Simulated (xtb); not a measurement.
xtb 6.7.1, GFN2-xTB: Ni(Br)(NMe2)(OH2)2 (C[N](C)[Ni](<-[OH2])(<-[OH2])[Br]), charge 0, multiplicity 3, 17 atoms. The geometry is a generated start, not checked to be a minimum at this level.

| Property | Value |
|---|---|
| method | GFN2-xTB |
| --acc | 1 (default) |
| --etemp (K) | 300 (default) |
| detailed input (--input) | none: ANC optimiser, Lindh (1995) Hessian, microcycle=20, maxdispl=1.0, hlow=0.01 (default) |
| basis functions | 50 |
| valence electrons | 52 |

```xyz
17

Ni    -0.2338     0.2907    -0.9916
Br     0.8750     0.5802    -2.8926
N      0.5099    -0.2952     0.6075
C      0.4617     0.4668     1.8220
C      1.2347    -1.5246     0.7625
H      0.0920    -0.1526     2.6523
H      1.4640     0.8254     2.1008
H     -0.1988     1.3267     1.7055
H      2.2610    -1.3304     1.1068
H      0.7536    -2.1702     1.5133
H      1.2882    -2.0628    -0.1858
O     -1.0475     2.4104    -0.6766
H     -1.4560     2.5886    -1.5327
H     -0.2523     2.9547    -0.6327
O     -1.9560    -0.9449    -1.6718
H     -2.0808    -1.7261    -1.1269
H     -1.7148    -1.2366    -2.5600
```

Charge 0 and multiplicity 3 are set for this test and not shown to be the ground state. GFN-xTB has no spin term: --uhf 2 sets the occupations alone.

The structure is relaxed from this start with --opt LEVEL for the levels crude, sloppy, loose, lax, normal, tight, vtight, extreme, once each. Up to the end of the extreme run atoms move by at most 1.1 Å along an axis.

Problem. What is the loosest level that ends within 5 meV of the extreme run, and how many cycles does it take?

Solution. vtight: 158 cycles against 174, ending 0.032 meV above.

| level | cycles | energy above the extreme run (meV) | gradient norm (eV/Å) |
|---|---|---|---|
| crude | 1 | 29 | 0.070 |
| sloppy | 1 | 29 | 0.070 |
| loose | 1 | 29 | 0.070 |
| lax | 1 | 29 | 0.070 |
| normal | 22 | 16 | 0.026 |
| tight | 121 | 8.8 | 0.018 |
| vtight | 158 | 0.032 | 0.0023 |
| extreme | 174 | — | 0.00091 |
